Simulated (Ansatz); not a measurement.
Take Zr in the hcp (Mg type) structure (space group P6_3/mmc, No. 194; a = 3.2443 Å, c = 5.1580 Å; relaxed with 0.1 eV smearing) as the base. Axes: x lies along a and z along c of the hexagonal cell.

Computed with Ansatz (a first-principles code) r2SCAN, no spin-orbit coupling.

For the base:

- Shortest interatomic distance = 318.7 pm
- Pressure = 0.0 GPa

Now apply this change: a pure shear with ε_xz = ε_zx = 0.0200; the atoms relax in the strained cell.

Q: Estimate the effect on the energy relative to the base, shortest interatomic distance and pressure.

A: The energy goes up by 3.7 meV/atom; the shortest interatomic distance drops by 5.08 pm (318.7 pm → 313.7 pm); the pressure (mean of the normal stresses, compression positive) is still 0.0 GPa.

Stability against distortions was not tested. The final runs are not spin-polarised.
